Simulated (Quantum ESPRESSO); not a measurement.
Worked example: self-consistent single point of HgS (F-43m, 2 atoms in the cell) in Quantum ESPRESSO.

Method of the run: PBE, GBRV 1.5 ultrasoft (PBE) pseudopotentials (plane waves; Quantum ESPRESSO 7.5).

```
HgS
1.0
    0.00000     2.96966     2.96966
    2.96966     0.00000     2.96966
    2.96966     2.96966     0.00000
Hg S
1 1
Direct
  0.00000   0.00000   0.00000
  0.25000   0.25000   0.25000
```

Reference input (self-consistent single point, DFT, PBE, plane waves, GBRV 1.5 ultrasoft (PBE) pseudopotentials): ecutwfc = 40 Ry; ecutrho = 200 Ry; occupations = smearing; smearing = cold; degauss = 0.0099958 Ry; potentials = {Hg: hg_pbe_v1.uspp.F.UPF, S: s_pbe_v1.4.uspp.F.UPF}; K_POINTS = automatic 7 7 7 0 0 0; conv_thr = 1e-10 Ry. This run's input differs from it in these lines:

```diff
@@ -11,4 +11,4 @@
    ntyp = 2
-   ecutwfc = 40
-   ecutrho = 200
+   ecutwfc = 16
+   ecutrho = 80
    occupations = 'smearing'
```

The program printed (abridged):

```
     Self-consistent Calculation

     iteration #  1     ecut=    16.00 Ry     beta= 0.70

     Threshold (ethr) on eigenvalues was too large:
     Diagonalizing with lowered threshold

     total energy              =    -131.74326538 Ry
     estimated scf accuracy    <       0.11701389 Ry

     iteration #  2     ecut=    16.00 Ry     beta= 0.70

     total energy              =    -131.77641072 Ry
     estimated scf accuracy    <       0.11455306 Ry

     iteration #  3     ecut=    16.00 Ry     beta= 0.70

     total energy              =    -131.79952801 Ry
     estimated scf accuracy    <       0.00044555 Ry

   [... 5 blocks of this kind left out ...]

     iteration #  9     ecut=    16.00 Ry     beta= 0.70

     total energy              =    -131.79977082 Ry
     estimated scf accuracy    <          1.0E-09 Ry

     iteration # 10     ecut=    16.00 Ry     beta= 0.70
     End of self-consistent calculation

     the Fermi energy is     5.9949 ev

!    total energy              =    -131.79977082 Ry
     estimated scf accuracy    <          5.0E-11 Ry
     smearing contrib. (-TS)   =       0.00017331 Ry
     internal energy E=F+TS    =    -131.79994413 Ry

     convergence has been achieved in  10 iterations

     Forces acting on atoms (cartesian axes, Ry/au):

     atom    1 type  1   force =    -0.00000000    0.00000000   -0.00000000
     atom    2 type  2   force =     0.00000000    0.00000000    0.00000000

     Total force =     0.000000     Total SCF correction =     0.000000

          total   stress  (Ry/bohr**3)                   (kbar)     P=     -226.58
  -0.00154027   0.00000000  -0.00000000         -226.58        0.00       -0.00
   0.00000000  -0.00154027   0.00000000            0.00     -226.58        0.00
  -0.00000000   0.00000000  -0.00154027           -0.00        0.00     -226.58

   JOB DONE.
```

The run converged in 10 iterations. Against the reference run the free energy rises by 646 meV/atom and the pressure goes from 1.62 to -22.66 GPa.

The starting cell comes from a database of computed structures (which also holds hypothetical and non-ambient phases and stackings), without a prior relaxation at this level. At the lowered cutoff the pressure carries the error of an incomplete plane-wave basis. The run gives no clean gap (levels at the Fermi energy touch, overlap or are partly filled at this smearing), which alone does not show that the compound is a metal.
